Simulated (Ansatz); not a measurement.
Abridged Ansatz (an electronic-structure program) output:

```
Relaxation: its limit of steps is 50 (relax.max_steps)
Pseudopotential: W, paw, valence charge 14
Pseudopotential: C, paw, valence charge 4
Crystal: 2 atoms, lattice volume = 20.054 Å³
Basis set: ecut = 420 eV, 405 PW (Γ), exchange–correlation on 40×40×40 points (8 copies of the dense FFT grid, shifted against one another)
Bands: 13, of which v1, the nominal top of the filled ones, is band 9 counted from 1 (8 counted from 0)
Symmetry: 4 space group operations
k-points: 1584 of 10580 (time reversal used)
Functional: x = slater, c = lda
SCF iter   1: F=—  HF=-10373.344714 eV  |F-HF|=—  |Δ(HF+E_count)|=         —  Δρ=1.19e-2  dr2=2.53e-2  ethr=1.77e-3  ⟨swp⟩=5.1  Hψ=100550  notcnv=0
SCF iter   2: F=—  HF=-10373.342848 eV  |F-HF|=—  |Δ(HF+E_count)|=   1.87e-3  Δρ=7.99e-3  dr2=1.34e-2  ethr=1.41e-4  ⟨swp⟩=1.0  Hψ=33264  notcnv=0
SCF 1 converged in 8 iterations: F = -10373.339992 eV  dr2 = 2.49e-11
relax step   1: F+E_penalty+E_count = -10373.33999160 eV  Δ(F+E_penalty+E_count) = +0.000e0 eV  max|allowed force component| = 6.169e-2 eV/Å  Δτ_max = 0.0000 Å  (8 SCF iters, accepted)
Crystal: 2 atoms, lattice volume = 20.054 Å³
SCF iter   1: F=—  HF=-10373.340109 eV  |F-HF|=—  |Δ(HF+E_count)|=         —  Δρ=3.78e-4  dr2=2.31e-5  ethr=1.27e-7  ⟨swp⟩=1.0  Hψ=79434  notcnv=0
SCF iter   2: F=—  HF=-10373.340100 eV  |F-HF|=—  |Δ(HF+E_count)|=   9.00e-6  Δρ=1.11e-4  dr2=1.22e-6  ethr=1.27e-7  ⟨swp⟩=2.1  Hψ=26047  notcnv=0
SCF 2 converged in 6 iterations: F = -10373.340099 eV  dr2 = 2.57e-13
relax step   2: F+E_penalty+E_count = -10373.34009884 eV  Δ(F+E_penalty+E_count) = -1.072e-4 eV  max|allowed force component| = 1.407e-2 eV/Å  Δτ_max = 0.0014 Å  (6 SCF iters, accepted)
Crystal: 2 atoms, lattice volume = 20.054 Å³
SCF iter   1: F=—  HF=-10373.340106 eV  |F-HF|=—  |Δ(HF+E_count)|=         —  Δρ=1.12e-4  dr2=2.01e-6  ethr=1.11e-7  ⟨swp⟩=2.0  Hψ=53271  notcnv=0
SCF iter   2: F=—  HF=-10373.340105 eV  |F-HF|=—  |Δ(HF+E_count)|=   1.29e-6  Δρ=3.29e-5  dr2=1.08e-7  ethr=1.12e-8  ⟨swp⟩=1.6  Hψ=36473  notcnv=0
SCF 3 converged in 6 iterations: F = -10373.340105 eV  dr2 = 2.85e-14
relax step   3: F+E_penalty+E_count = -10373.34010471 eV  Δ(F+E_penalty+E_count) = -5.868e-6 eV  max|allowed force component| = 1.222e-5 eV/Å  Δτ_max = 0.0004 Å  (6 SCF iters, accepted)
SCF converged after 6 iterations
Free energy (F): -10373.340105 eV
Internal energy: -10373.330177 eV  (E = F + TS)
E sigma→0 (E₀):  -10373.335141 eV
Entropy (-TS):   -0.009928 eV (-4.964 meV/atom)
Fermi energy:    21.086217 eV
--- Forces (eV/Å), atoms counted from 1 ---
  atom   1  W      0.00000000    -0.00001223    -0.00000000
  atom   2  C      0.00000000     0.00001221    -0.00000000
--- Stress (GPa, compression-positive) ---
        7.844521      -0.000000      -0.000000
       -0.000000       2.595873      -0.000000
       -0.000000      -0.000000       2.007788
  P = ⅓ Tr σ = 4.1494 GPa (41.494 kbar)
--- Relaxed structure (3 steps of the walk, 3 accepted, 0 SCFs on fresh bases) ---
  atoms:
    - { symbol: W, position: [0.00036674225244287913, 0.0007334845048857305, 3.6174271853685856e-20] }
    - { symbol: C, position: [0.33296659109755705, 0.6659331821951141, 0.49999999999999994] }
```

Q: What was computed, and what are the main results?

A: WC, 2 atoms in the cell, with plane-wave PAW DFT at the LDA level (Ansatz, 420 eV), spin-orbit coupling left out. The last SCF converged to F = -10373.340105 eV, or -5186.6701 eV per atom, at a pressure of 4.15 GPa. The total energy compares only with runs of the same code, potentials and settings.

The cells carry an imposed strain or load. Whether these cells are dynamically stable was not tested. The final runs are not spin-polarised. The cell was made from WC (space group P-6m2, No. 187) by this change: uniaxial strain ε_xx = −1.00 %.

Keys are those of Ansatz 0.2.
